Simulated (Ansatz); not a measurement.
The reference is SiC in the wurtzite structure (space group P6_3mc, No. 186; a = 3.092 Å, c = 5.074 Å). Axes: x lies along a and z along c of the hexagonal cell.

Computed with Ansatz (a quantum-chemistry and plane-wave program) PBE, without spin-orbit coupling.

Strains are applied to the cell and any free atomic positions relax.

One change was made to it. Results:

The energy increases by 10 meV/atom; the pressure (mean of the normal stresses, compression positive) goes from zero to 5.40 GPa; the band gap rises by 0.02 eV, from 2.31 eV to 2.33 eV; the valence-band top at Γ (three highest levels, from the VBM) becomes 0.00, -0.12, -0.12 eV (base: 0.00, 0.00, -0.11 eV).

Task: What was done to the base?
(A) uniaxial strain ε_zz = −0.60 %
(B) uniaxial strain ε_zz = −2.40 %
(C) uniaxial strain ε_zz = −1.80 %
(D) uniaxial strain ε_zz = −3.00 %

Result: B, uniaxial strain ε_zz = −2.40 %. For comparison, the energy relative to the base in the other runs: uniaxial strain ε_zz = −3.00 % gives +16 meV/atom; uniaxial strain ε_zz = −1.80 % gives +5.8 meV/atom; uniaxial strain ε_zz = −0.60 % gives +0.6 meV/atom.

Stability against distortions was not tested.
